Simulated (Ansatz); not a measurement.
**LiF: isotropic strain +1.00 %**

Start from LiF in the rock salt structure (space group Fm-3m, No. 225; a = 4.0680 Å).

Now apply this change: an isotropic linear strain of +1.00 %; the atoms relax in the strained cell.

Computed with Kohn–Sham DFT with the PBE functional, run in Ansatz (an electronic-structure program) with PAW and 420 eV plane waves, scalar-relativistic without spin-orbit coupling. Γ-centred 14×14×14 mesh, Fermi–Dirac width 0.05 eV.

```csv
quantity,base,changed,shift
shortest interatomic distance,2.034 Å,2.054 Å,+0.020 Å
energy relative to the base (free energy F),0 meV/atom,+1.5 meV/atom,+1.5 meV/atom
pressure,0.00 GPa,-1.89 GPa,-1.89 GPa
band gap,8.83 eV,8.58 eV,-0.25 eV
gap character,direct at Γ,direct at Γ,–
mean gap deformation potential ΔEg/Δln V,–,-8.4 eV,–
width of the top valence band,0.95 eV,0.91 eV,-0.04 eV
electron mass,0.86 mₑ (at Γ),0.85 mₑ (at Γ),–
```

Final structure:

```xyz
2
Lattice="0.0000 2.0543 2.0543 2.0543 0.0000 2.0543 2.0543 2.0543 0.0000" Properties=species:S:1:pos:R:3 pbc="T T T"
Li     0.0000     0.0000     0.0000
F      2.0543     2.0543     2.0543
```

Cost of the whole job for the changed cell (relaxation, final SCF and bands): roughly 4 core-seconds.

Effective masses come from finite differences of ±0.01 Å⁻¹. No phonon test of stability was made.
